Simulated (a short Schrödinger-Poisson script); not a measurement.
Solved with a short Schrödinger-Poisson script written for these runs: 1D Poisson equation in equilibrium, electrons quantum, Hartree (BenDaniel-Duke, 12 states a valley, the channel's in-plane mass for all, wave functions ending at the dielectric), parabolic valleys, classical holes, full ionisation, no traps, pinning or gate leakage.

Stack: symmetric double-gate stack, SiO2 on p-type Si(111), at 400 K.

From the gate side: 2.1 nm SiO2; 10 nm Si, acceptors 4e16 cm⁻³; 2.1 nm SiO2.

Constants are typed, rounded textbook-type inputs, not results; the design itself was drawn at random and stands for no fabricated device. SiO2: permittivity 3.9, conduction-band edge (eV) 3.15, gap (eV) 9, electron mass (mₑ) 0.5. Si: permittivity 11.7, conduction-band edge (eV) 0, gap (eV) 1.124, Nv at 300 K (cm⁻³) 3.1e19.

Channel valleys (confinement mass, in-plane density-of-states mass, number): Δ6 0.258, 0.358, 6. At the gates, both at one voltage, the conduction-band edge of layer 1 lies 3.39 eV − eVg above the Fermi level of the channel. Gaps are held at their typed values at every temperature. Mesh 0.03 nm at interfaces.

Task: Give the capacitance of both gates at Vg = 1.7 V (μF/cm²); the gate voltage at 1e11 electrons/cm² (V); the sheet density of all electrons at Vg = 1.7 V (cm⁻²).

Result: capacitance of both gates at Vg = 1.7 V (μF/cm²): 2.66; gate voltage at 1e11 electrons/cm² (V): 0.06; sheet density of all electrons at Vg = 1.7 V (cm⁻²): 2.35e13.
